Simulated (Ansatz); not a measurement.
# bcc Eu

Method: r²SCAN (Ansatz, a program for electronic structure, plane waves, PAW).

Run with plane-wave cutoff 560 eV, 18×18×18 k mesh, Fermi–Dirac smearing 0.05 eV, spin-polarised with parallel moments, scalar-relativistic PAW data made under PBE.

Cell (relaxed at this level):

```cif
data_Eu
_chemical_formula_sum 'Eu1'
_space_group_name_H-M_alt 'P 1'
_space_group_IT_number 1
_cell_length_a 3.85396
_cell_length_b 3.85396
_cell_length_c 3.85396
_cell_angle_alpha 109.471
_cell_angle_beta 109.471
_cell_angle_gamma 109.471
loop_
_space_group_symop_operation_xyz
  'x, y, z'
loop_
_atom_site_label
_atom_site_type_symbol
_atom_site_fract_x
_atom_site_fract_y
_atom_site_fract_z
_atom_site_occupancy
Eu1 Eu 0.00000 0.00000 0.00000 1
```
Starting moments (μB, in the order of the record's atoms Eu): 7.0.

- bulk modulus B0 = 14.1 GPa
- magnetic moment per atom (the cell's total over its atoms) = 7.82 μB
- pressure derivative B′ of the bulk modulus = 3.2

Measured, for comparison: bulk modulus 10.9 ± 0.6 GPa (room temperature, not corrected to a static lattice, our sources range from 10.9 to 11.7; as tabulated in arXiv:1012.3782). Computed (rounded) less measured: bulk modulus +29 % (+21 % to +29 % over the range).

Note: the 4f shell is treated without U or exact exchange, so its levels and filling can be wrong; the collinear magnetic order is the start's and need not be the measured one.

Moments are spin moments.

Spin–orbit coupling is not included.

The computed numbers hold no vibrational or temperature effects.

Computing time: about 9 core-minutes (a rough figure).
